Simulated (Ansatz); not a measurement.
## ZnO (P4₂/mnm, No. 136, 8 atoms in the cell; start mp-1093993; a measured phase of this formula has another space group)

Method: r²SCAN0 in Ansatz (PAW).

Numerical settings: plane-wave cutoff 520 eV, 4×4×8 k mesh (along the axes of the cell as run), Fermi–Dirac smearing 0.01 eV, scalar-relativistic PAW data made under PBE.

Cell (relaxed with PBEsol):

Space group P4₂/mnm (No. 136); a = b = 5.5156 Å, c = 3.2398 Å, α = β = γ = 90.00°

| atom | site | symmetry | x | y | z |
|---|---|---|---|---|---|
| Zn | 4g | m.2m | 0.1819 | 0.1819 | 0.5000 |
| O | 4f | m.2m | 0.3181 | 0.3181 | 0.0000 |

```json
{
 "band_gap": "3.50 eV (on the SCF k mesh) (direct)"
}
```

Note: cell and atoms aren't relaxed at this level (pressure -1.6 GPa).

Static lattice: no zero-point or thermal effects.

Cost on a shared machine: roughly 5 core-minutes.

A start named mp-… is a Materials Project structure, which need not be a measured phase.

Ansatz is a first-principles code.
